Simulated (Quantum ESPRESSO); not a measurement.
## Cost against accuracy: K_POINTS for HfO2 (Fm-3m, 3 atoms in the cell)

```
HfO2
1.0
    0.00000     2.54904     2.54904
    2.54904     0.00000     2.54904
    2.54904     2.54904     0.00000
Hf O
1 2
Direct
  0.00000   0.00000   0.00000
  0.75000   0.75000   0.75000
  0.25000   0.25000   0.25000
```

Level of theory: PBE, GBRV 1.5 ultrasoft (PBE) pseudopotentials (plane waves; Quantum ESPRESSO).

Base settings: ecutwfc = 40 Ry; ecutrho = 320 Ry; occupations = smearing; smearing = fermi-dirac; degauss = 0.0036749 Ry; potentials = {Hf: hf_pbe_v1.uspp.F.UPF, O: o_pbe_v1.2.uspp.F.UPF}; K_POINTS = automatic 9 9 9 0 0 0; conv_thr = 1e-10 Ry; mixing_beta = 0.4.

Misses are taken against the tightest run, automatic 27 27 27 0 0 0, which need not be fully converged itself. The energy is the free energy per atom.

The count of work is k-points × plane waves × bands × iterations; it is no time, and leaves out set-up, grids and terms that scale otherwise. Core times come from one kind of shared machine and are given to one figure; runs under 30 s give none.

The starting cell comes from a database of computed structures (which also holds hypothetical and non-ambient phases and stackings), without a prior relaxation at this level. Its lattice was rescaled by a random factor within 2.5 % of one.

| K_POINTS | energy less reference (meV/atom) | pressure less reference (GPa) | count of work / reference | core time / reference (rough) |
|---|---|---|---|---|
| automatic 1 1 1 0 0 0 | -115.73 | -26.13 | 0.0023 | – |
| automatic 2 2 2 0 0 0 | 166.50 | 3.77 | 0.0050 | – |
| automatic 3 3 3 0 0 0 | 3.13 | -0.01 | 0.0059 | – |
| automatic 4 4 4 0 0 0 | 0.22 | 0.00 | 0.017 | – |
| automatic 5 5 5 0 0 0 | -0.03 | 0.00 | 0.016 | – |
| automatic 6 6 6 0 0 0 | -0.02 | 0.00 | 0.027 | – |
| automatic 8 8 8 0 0 0 | 0.04 | 0.00 | 0.066 | 0.2 |
| automatic 9 9 9 0 0 0 | 0.03 | 0.00 | 0.062 | 0.2 |
| automatic 11 11 11 0 0 0 | 0.01 | 0.00 | 0.11 | 0.2 |
| automatic 12 12 12 0 0 0 | 0.00 | 0.00 | 0.13 | 0.2 |
| automatic 15 15 15 0 0 0 | 0.00 | 0.00 | 0.23 | 0.3 |
| automatic 18 18 18 0 0 0 | 0.00 | 0.00 | 0.35 | 0.4 |
| automatic 22 22 22 0 0 0 | 0.00 | 0.00 | 0.59 | 0.7 |
| automatic 27 27 27 0 0 0 | 0.00 | 0.00 | 1.0 | 1 |

Coarsest setting among those run that, with all tighter ones, holds the energy within 20 meV/atom of the reference: automatic 3 3 3 0 0 0, off by 3.1 meV/atom; it needs 0.0059 of the reference's count of work.

The step from automatic 2 2 2 0 0 0 to automatic 4 4 4 0 0 0: it takes the miss in the energy from 170 to 0.22 meV/atom, for 3.4 times the count of work.
